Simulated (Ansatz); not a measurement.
Worked example: self-consistent single point of SbPt (P1, 4 atoms in the cell) in Ansatz (an electronic-structure program).

Method: PBEsol, PAW files made with PBE (plane waves; Ansatz).

The change in words: atoms moved at random. Reference geometry:
```
CELL_PARAMETERS angstrom
      4.14527     0.00000     0.00000
     -2.07264     3.58991     0.00000
      0.00000     0.00000     5.49655
ATOMIC_POSITIONS crystal
  Sb 0.66667 0.33333 0.75000
  Sb 0.33333 0.66667 0.25000
  Pt 0.00000 0.00000 0.50000
  Pt 0.00000 0.00000 0.00000
```

Reference input (self-consistent single point, DFT, PBEsol, plane waves, PAW files made with PBE): basis.ecutwfc = 420 eV; kpoints.mp_grid.grid = 8 8 5; hamiltonian.xc = pbesol; hamiltonian.pseudopotentials = {kind: paw} (the program's default PAW files); scf.occupations.method = fermi_dirac; scf.occupations.width = 0.1 eV. This run's input differs from it in these lines:

Ansatz 0.2 input:
```diff
@@ -6,6 +6,6 @@
   atoms:
-    - { symbol: Sb, position: [0.66666700, 0.33333300, 0.75000000] }
-    - { symbol: Sb, position: [0.33333300, 0.66666700, 0.25000000] }
-    - { symbol: Pt, position: [0.00000000, 0.00000000, 0.50000000] }
-    - { symbol: Pt, position: [0.00000000, 0.00000000, 0.00000000] }
+    - { symbol: Sb, position: [0.66869400, 0.33610300, 0.75092600] }
+    - { symbol: Sb, position: [0.32441900, 0.65176100, 0.24702900] }
+    - { symbol: Pt, position: [0.00312900, 0.00650600, 0.50665600] }
+    - { symbol: Pt, position: [0.00375700, 0.00563000, -0.00461200] }
 basis:
```

Log, with long lists cut:

```
SCF iter   1: F=—  HF=-37590.059012 eV  |F-HF|=—  |Δ(HF+E_count)|=         —  Δρ=7.88e-2  dr2=6.27e0  ethr=3.10e-3  ⟨swp⟩=6.5  Hψ=25740  notcnv=0
all-band conjugate gradients solve this SCF's bands
preconditioner: auto → Kerker (q_TF=auto, 2.632 Å⁻¹)
SCF iter   2: F=—  HF=-37588.984570 eV  |F-HF|=—  |Δ(HF+E_count)|=    1.07e0  Δρ=3.72e-2  dr2=1.40e0  ethr=3.10e-3  ⟨swp⟩=2.0  Hψ=10233  notcnv=0  defer=50
   [... lines left out ...]
SCF iter   5: F=—  HF=-37588.714761 eV  |F-HF|=—  |Δ(HF+E_count)|=   8.35e-5  Δρ=3.33e-4  dr2=1.63e-4  ethr=1.17e-6  ⟨swp⟩=2.4  Hψ=11338  notcnv=0  defer=50
SCF iter   6: F=—  HF=-37588.714774 eV  |F-HF|=—  |Δ(HF+E_count)|=   1.22e-5  Δρ=1.04e-4  dr2=1.26e-5  ethr=2.47e-7  ⟨swp⟩=2.0  Hψ=10044  notcnv=0  defer=50
SCF iter   7: F=—  HF=-37588.714779 eV  |F-HF|=—  |Δ(HF+E_count)|=   5.53e-6  Δρ=3.65e-5  dr2=1.05e-6  ethr=1.92e-8  ⟨swp⟩=2.0  Hψ=10127  notcnv=0  defer=50
SCF iter   8: F=-37588.714779 eV  HF=-37588.714779 eV  |F-HF|=3.96e-8  |Δ(HF+E_count)|=   1.66e-7  Δρ=7.25e-6  dr2=7.22e-8  ethr=1.52e-10  ⟨swp⟩=8.6  Hψ=29661  notcnv=0
SCF 1 converged in 8 iterations: F = -37588.714779 eV  dr2 = 7.22e-8
Free energy (F): -37588.714779 eV
Internal energy: -37588.642547 eV  (E = F + TS)
E sigma→0 (E₀):  -37588.678663 eV
Entropy (-TS):   -0.072232 eV (-18.058 meV/atom)
Fermi energy:    16.553505 eV
--- Forces (eV/Å), atoms counted from 1 ---
  atom   1  Sb    -0.01583286     0.01176923    -0.05574094
  atom   2  Sb     0.04604445     0.52724747     0.12485853
  atom   3  Pt    -0.00932473    -0.25546815    -0.75250244
  atom   4  Pt    -0.02088820    -0.28356736     0.68338378
--- Stress (GPa, compression-positive) ---
        0.860072      -0.094691       0.000957
       -0.094691       2.389650       0.090463
        0.000957       0.090463       1.190320
  P = ⅓ Tr σ = 1.4800 GPa (14.800 kbar)
  The stress holds the Pulay correction. Without it, at fixed plane waves, as pw.x and ABINIT print it: P = 1.4385 GPa
```

The run converged in 8 iterations. Against the reference run the free energy goes up by 11.0 meV/atom, the pressure goes from 1.09 to 1.48 GPa and the largest force goes from 0.000 to 0.795 eV/Å.

The starting cell comes from a database of computed structures (which also holds hypothetical and non-ambient phases and stackings), without a prior relaxation at this level. Its lattice was rescaled by a random factor within 2.5 % of one. For this run, on top of that: atoms moved at random. Spin polarisation is off. Ansatz's pressure includes its estimate of the finite-basis (Pulay) stress.
